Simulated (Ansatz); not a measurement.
# Effect of uniaxial strain ε_xx = +4.94 % on Ge

The reference is Ge in the diamond structure (space group Fd-3m, No. 227; a = 5.6761 Å). Axes: x, y, z lie along the cube axes.

Now apply this change: uniaxial strain ε_xx = +4.94 %, all other strain components held at zero, atoms relaxed at fixed cell.

Method: Kohn–Sham DFT with the PBEsol functional, run in Ansatz (a program for electronic structure) with PAW and 420 eV plane waves, no spin-orbit coupling, earlier PAW set. k-mesh 14×14×14 (Γ-centred); smearing 0.05 eV (Fermi–Dirac).

```csv
quantity,base,changed,shift
volume per atom,22.86 Å³,23.99 Å³,+1.13 Å³
shortest interatomic distance,2.458 Å,2.499 Å,+0.041 Å
energy relative to the base (free energy F),0 meV/atom,+19 meV/atom,+19 meV/atom
"pressure (mean of the normal stresses, compression positive)",0.0 GPa,-2.9 GPa,-2.9 GPa
band gap,zero,zero,–
"stress (xx, yy, zz, yz, xz, xy; compression positive) (rough)",–,"(-5.1, -1.7, -1.7, 0.0, 0.0, 0.0) GPa",–
```

Without a gap, meshes like the base's 14×14×14 leave anisotropic stresses uncertain by several tenths of a GPa, and small strain energies with them. Stability against distortions was not tested. The zero or small gap of Ge can change with the level of theory.
